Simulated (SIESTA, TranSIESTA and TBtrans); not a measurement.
Run with TranSIESTA and TBtrans (open boundaries, self-consistent; PseudoDojo norm-conserving potentials, scalar-relativistic): Spin polarized, PAO.BasisSize DZP, PAO.EnergyShift 0.15 eV, XC.Authors PBE, Mesh.Cutoff 200 Ry, ElectronicTemperature 300 K, TS.Voltage 0.0 eV, TBT.Elecs.Eta 0.001 eV.

Device: Ta chain with one bond stretched by 1.5 Å. Leads: straight Ta chain, spacing 2.35 Å. Geometry: as built, not relaxed. Transport runs along z; the first 6 and the last 6 of the 20 atoms are the lead cells, repeated to infinity.

```xyz
20
Lattice="9.000 0.000 0.000 0.000 9.000 0.000 0.000 0.000 48.500" Properties=species:S:1:pos:R:3 pbc="F F T"
Ta     4.500     4.500     0.000
Ta     4.500     4.500     2.350
Ta     4.500     4.500     4.700
Ta     4.500     4.500     7.050
Ta     4.500     4.500     9.400
Ta     4.500     4.500    11.750
Ta     4.500     4.500    14.100
Ta     4.500     4.500    16.450
Ta     4.500     4.500    18.800
Ta     4.500     4.500    21.150
Ta     4.500     4.500    25.000
Ta     4.500     4.500    27.350
Ta     4.500     4.500    29.700
Ta     4.500     4.500    32.050
Ta     4.500     4.500    34.400
Ta     4.500     4.500    36.750
Ta     4.500     4.500    39.100
Ta     4.500     4.500    41.450
Ta     4.500     4.500    43.800
Ta     4.500     4.500    46.150
```
Starting moments (μB): atom 7 +1, atom 8 +1, atom 9 +1, atom 10 +1, atom 11 +1, atom 12 +1, atom 13 +1, atom 14 +1; lead atoms +1 (left) and +1 (right).

Question: Give the largest eigenchannel transmissions at the Fermi level (four at most) and the total.

Answer: Up: 0.90, 0.046, 0.046, 0.024 (total 1.05); down: 0.95, 0.037, 0.037, 0.012 (total 1.04). The magnetic order of the leads was set by the start, and no other order was tried; the separate lead runs end at 1.06 (left) and 1.06 (right) μB an atom. The straight chain is held at its spacing; free chains may zigzag or dimerise. Spin-orbit coupling, left out here, matters for the heavy atoms.
